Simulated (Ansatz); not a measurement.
Al on the 1x1 (111) surface of fcc Au (the real clean face reconstructs), one in a 2x2 cell, energies for each (29.9 Å²). Energies are against an atom of fcc Al, without zero-point or thermal terms; each row is named by its start.

Method: PBE (plane waves to 420 eV, PAW; Ansatz, a program for electronic structure).

**Question.** Which site binds most strongly?
(A) hollow Au-Au-Au over Au at depth 4.8 Å
(B) top Au
(C) hollow Au-Au-Au over Au at depth 2.4 Å

**Answer.** A, hollow Au-Au-Au over Au at depth 4.8 Å. Adsorption energies: hollow Au-Au-Au over Au at depth 4.8 Å 0.12 eV; hollow Au-Au-Au over Au at depth 2.4 Å 0.16 eV; top Au 0.86 eV.
